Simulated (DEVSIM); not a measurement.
System: Co/SiO2/n-InP capacitor, at 300 K.

| layer (left to right) | material | thickness (nm) | Nd (cm⁻³) |
|---|---|---|---|
| 1 | SiO2 | 3.70 | - |
| 2 | InP | 1600 | 1.6e17 |

Metal gate on the left, work function 5 eV. Fixed charge at the semiconductor interface 0 cm⁻² (in units of +e); no interface traps.

The device is made up for the run: typed textbook-type constants, with dimensions and the other settings drawn at random. Values at 300 K.

| parameter | SiO2 | InP |
|---|---|---|
| gap (eV) | 9 | 1.344 |
| affinity (eV) | 0.9 | 4.38 |
| permittivity | 3.9 | 12.5 |
| Nc (cm⁻³) | - | 5.7e17 |
| Nv (cm⁻³) | - | 1.1e19 |

DEVSIM, 1D Poisson equation in equilibrium, Boltzmann statistics, complete ionisation; no quantum confinement or tunnelling. Metal contacts follow the ideal Schottky-Mott rule: no Fermi-level pinning, no interface dipoles.

Base results: threshold voltage (band bending 2φF) (V) -0.89; flat-band voltage (V) 0.59; minimum of the low-frequency capacitance (μF/cm²) 0.105.

What follows from this one change: gate work function 5 → 4.85 eV?

threshold voltage (band bending 2φF) -0.89 → -1.04 V; flat-band voltage 0.59 → 0.44 V; minimum of the low-frequency capacitance little changed (0.104 μF/cm²).

What follows from this one change: fixed charge 0 → 1.44e+12 cm^-2?

threshold voltage (band bending 2φF) -0.89 → -1.14 V; flat-band voltage 0.59 → 0.34 V; minimum of the low-frequency capacitance little changed (0.104 μF/cm²).

What follows from this one change: substrate doping 1.6e+17 → 3.2e+16 cm^-3?

threshold voltage (band bending 2φF) -0.89 → -0.69 V; flat-band voltage 0.59 → 0.55 V; minimum of the low-frequency capacitance 0.105 → 0.0519 μF/cm².
